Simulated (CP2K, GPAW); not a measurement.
A CP2K input for a self-consistent single point of BaS (Fm-3m, 2 atoms in the cell) (DFT PBE, GPW, DZVP-MOLOPT-SR-GTH basis, GTH-PBE potentials (GTH_POTENTIALS)):

```
&GLOBAL
  PROJECT scf
  RUN_TYPE ENERGY_FORCE
  PRINT_LEVEL MEDIUM
&END GLOBAL
&FORCE_EVAL
  METHOD Quickstep
  STRESS_TENSOR ANALYTICAL
  &DFT
    BASIS_SET_FILE_NAME BASIS_MOLOPT
    POTENTIAL_FILE_NAME GTH_POTENTIALS
    &QS
      METHOD GPW
      EPS_DEFAULT 1E-10
    &END QS
    &MGRID
      CUTOFF 500
      REL_CUTOFF 50
      NGRIDS 5
    &END MGRID
    &SCF
      SCF_GUESS ATOMIC
      EPS_SCF 1E-6
      MAX_SCF 100
      ADDED_MOS 4
      &DIAGONALIZATION
        ALGORITHM STANDARD
      &END DIAGONALIZATION
      &MIXING
        METHOD BROYDEN_MIXING
        ALPHA 0.3
        NBUFFER 10
      &END MIXING
      &SMEAR ON
        METHOD FERMI_DIRAC
        ELECTRONIC_TEMPERATURE [K] 116.05
      &END SMEAR
    &END SCF
    &KPOINTS
      SCHEME MONKHORST-PACK 7 7 7
    &END KPOINTS
    &XC
      &XC_FUNCTIONAL PBE
      &END XC_FUNCTIONAL
    &END XC
    &PRINT
      &MO
        EIGENVALUES T
        OCCUPATION_NUMBERS T
        NDIGITS 8
        FILENAME mo
        &EACH
          QS_SCF 0
        &END EACH
        ADD_LAST NUMERIC
      &END MO
      &MULLIKEN ON
      &END MULLIKEN
    &END PRINT
  &END DFT
  &SUBSYS
    &CELL
      A 4.51841200 0.00000000 0.00000000
      B 2.25920600 3.91306000 0.00000000
      C 2.25920600 1.30435300 3.68926800
      PERIODIC XYZ
    &END CELL
    &COORD
      SCALED
      Ba       0.00000000     0.00000000     0.00000000
      S        0.50000000     0.50000000     0.50000000
    &END COORD
    &KIND Ba
      BASIS_SET DZVP-MOLOPT-SR-GTH-q10
      POTENTIAL GTH-PBE-q10
    &END KIND
    &KIND S
      BASIS_SET DZVP-MOLOPT-SR-GTH-q6
      POTENTIAL GTH-PBE-q6
    &END KIND
  &END SUBSYS
  &PRINT
    &FORCES ON
    &END FORCES
    &STRESS_TENSOR ON
    &END STRESS_TENSOR
  &END PRINT
&END FORCE_EVAL
```

Problem. Translate this input to GPAW.

Solution. This is the input that was run; spellings and numerical settings could be chosen otherwise.

```python
from ase import Atoms
from ase.units import GPa
from gpaw import GPAW

atoms = Atoms(['Ba', 'S'],
              cell=[[0.000000, 3.195000, 3.195000],
                    [3.195000, 0.000000, 3.195000],
                    [3.195000, 3.195000, 0.000000]],
              scaled_positions=[[0.000000, 0.000000, 0.000000],
                                [0.500000, 0.500000, 0.500000]],
              pbc=True)

calc = GPAW(mode={'name': 'pw', 'ecut': 550},
            xc='PBE',
            kpts=(7, 7, 7),
            occupations={'name': 'fermi-dirac', 'width': 0.01},
            nbands=-4,
            convergence={'forces': 0.001, 'bands': -2},
            symmetry={'symmorphic': False, 'tolerance': 0.0005},
            maxiter=120,
            txt='-')

atoms.calc = calc

energy = atoms.get_potential_energy()
print('Energy (eV):', round(energy, 6))
forces = atoms.get_forces()
print('Forces (eV/Ang):')
print(forces.round(5))
stress = atoms.get_stress()
print('Stress (GPa, Voigt):', (stress / GPa).round(4))
```

Basis, cutoffs, solver keys and any potentials are the target program's own. This input uses DFT PBE, plane waves, GPAW PAW datasets PBE (gpaw-data 1.0.1). Both were run: pressure 1.86 GPa in CP2K and 1.17 in GPAW; gap on the mesh 2.799 eV in CP2K and 2.193 in GPAW.

On GPAW: the starting cell has typed, rounded lattice constants, without a prior relaxation at this level.

On CP2K: the starting cell has typed, rounded lattice constants, without a prior relaxation at this level. Values carry the incompleteness of an atom-centred basis.
